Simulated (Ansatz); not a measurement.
The reference is TaAgO₃ in the cubic perovskite structure (space group Pm-3m, No. 221; a cell from a computed database, its experimental status unchecked).

```
CELL_PARAMETERS angstrom
      3.95145     0.00000     0.00000
      0.00000     3.95145     0.00000
      0.00000     0.00000     3.95145
ATOMIC_POSITIONS crystal
  Ta 0.00000 0.00000 0.00000
  Ag 0.50000 0.50000 0.50000
  O  0.00000 0.00000 0.50000
  O  0.50000 0.00000 0.00000
  O  0.00000 0.50000 0.00000
```

Levels (all Ansatz, a program for electronic structure, PAW): PBEsol (420 eV, no SOC); r2SCAN (500 eV, no spin-orbit coupling); HSE06 (420 eV, scalar-relativistic without spin-orbit coupling).

One geometry, relaxed with PBEsol, under each level:

```tsv
level	band gap	lowest conduction level above the VBM at special points	pressure
PBEsol	1.62 eV	Γ 1.62 eV; X 2.04 eV; R 3.34 eV; M 4.89 eV	0.00 GPa
r2SCAN	…	…	…
HSE06	3.46 eV	Γ 3.46 eV; X 3.51 eV; R 5.35 eV	–
```

Give the withheld r2SCAN results.


- r2SCAN, band gap: 2.39 eV
- r2SCAN, lowest conduction level above the VBM at special points: Γ 2.39 eV; X 2.52 eV; R 4.20 eV; M 5.33 eV
- r2SCAN, pressure: 1.09 GPa

Single points use the geometry relaxed with PBEsol. Their cutoffs differ, which shifts pressures a little. HSE06 was sampled on its mesh, a few special points and the semilocal edge points, so its gap is an upper bound. With Ta present, leaving out spin-orbit coupling can change the band edges. Stability against distortions was not tested. Many cubic perovskites are stable only at high temperature; tilts and polar distortions were not tested.
